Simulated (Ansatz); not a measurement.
Li on the 1x1 (111) surface of fcc Pd, one in a 2x2 cell, started at the site 'bridge Pd-Pd (span 2.8 Å)'

Method: PBE (plane waves to 420 eV, PAW; Ansatz, a first-principles code).

Set-up: 17 atoms, 6.8 Å thick at the start under the adsorbate (thin: gaps and levels are the slab's own); mesh 6x6x1; 0.1 eV smearing; dipole correction on; 8 atoms held, the rest relaxed; symmetry of the start imposed; no spin, no spin-orbit, no U, no dispersion correction. At the end it is bonded to 3 Pd. In PBE it is, or lies within 0.03 eV of, the lowest of the starts that converged.

| Property | Value |
|---|---|
| adsorption energy against an atom of bcc Li | -1.20 eV |
| work function of the top face | 2.63 eV |
| change of the work function | -2.61 eV |
| change of the step from the bottom to the top vacuum level, against the clean slab | -2.62 eV |
| energy released by relaxation | 0.30 eV |
| height of the binding atom over the mean of the host atoms within 0.3 Å of the top one | 1.901 Å |
| nearest host atoms of the binding atom | Pd at 2.51 Å, Pd at 2.51 Å, Pd at 2.51 Å |
| largest move of a host atom | 0.07 Å |
| note | in the relaxation the adsorbate left its starting site by 0.8 Å |
| cost | roughly 27 core-minutes |

A negative adsorption energy means that the adsorbate is more stable on the surface than in its reference.
